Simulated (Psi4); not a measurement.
Psi4 1.11, PBE/def2-svp: Ti(OH)2(OMe)(Me) (C[O][Ti]([CH3])([OH])[OH]), 14 atoms. The geometry is a generated start, not checked to be a minimum at this level.

```json
{
 "task": "energy",
 "method": "pbe",
 "basis": "def2-svp",
 "memory": "3 GB",
 "maxiter": "100",
 "keys_of_the_molecule_block": "symmetry c1",
 "scf_type": "df (default)",
 "e_convergence": "1e-06 (default)",
 "d_convergence": "1e-06 (default)",
 "dft_radial_points": "75 (default)",
 "dft_spherical_points": "302 (default)",
 "basis_functions": "141",
 "grid_points": "301225"
}
```

```xyz
14

Ti     0.3190     0.6357     0.3607
O      0.7392     1.7370    -0.8834
H      0.7444     2.6336    -1.2235
O      0.4360     1.2211     1.9763
H      0.3994     1.9740     2.5696
O      0.7443    -1.0092     0.1595
C      1.1074    -2.0847    -0.6336
H      1.0417    -1.8215    -1.7025
H      2.1388    -2.3967    -0.4092
H      0.4407    -2.9380    -0.4383
C     -1.7404     0.5321     0.0934
H     -1.9739    -0.0027    -0.8343
H     -2.1943     1.5281     0.0382
H     -2.2023    -0.0088     0.9270
```

Charge 0 and multiplicity 1 are set for this test and not shown to be the ground state.

With the defaults (diis = true, scf_initial_accelerator = adiis, damping_percentage = 0, diis_max_vecs = 10, soscf = false, soscf_start_convergence = 0.01, guess = auto, which took SAD) it converges in 13 SCF iterations. One run each on 2 threads, with these changes:
- soscf = true
- diis_max_vecs = 3
- diis_max_vecs = 6
- guess = huckel
- soscf = true, soscf_start_convergence = 0.1
- guess = modhuckel
- diis = false, scf_initial_accelerator = none, damping_percentage = 60
- soscf = true, soscf_start_convergence = 0.001
- damping_percentage = 20

Question: Name the settings that don't reach the solution of the defaults.

Answer: No convergence: diis = false, scf_initial_accelerator = none, damping_percentage = 60 (the run ends without SCF convergence in 100 iterations). The rest reach the solution of the defaults.

| setting | SCF iterations | JK calls | end |
|---|---|---|---|
| soscf = true | 9 | 30 | same solution |
| soscf = true, soscf_start_convergence = 0.001 | 10 | 21 | same solution |
| the defaults | 13 | 14 | same solution |
| guess = modhuckel | 13 | 36 | same solution |
| guess = huckel | 13 | 36 | same solution |
| diis_max_vecs = 6 | 15 | 16 | same solution |
| diis_max_vecs = 3 | 24 | 25 | same solution |
| damping_percentage = 20 | 24 | 25 | same solution |
| soscf = true, soscf_start_convergence = 0.1 | 26 | 132 | same solution |
| diis = false, scf_initial_accelerator = none, damping_percentage = 60 | 100 | 101 | no convergence |

An SOSCF iteration holds several JK calls; a Hückel guess adds calls on atoms. 1 further run of the study ended by our limits or in an error and is left out.
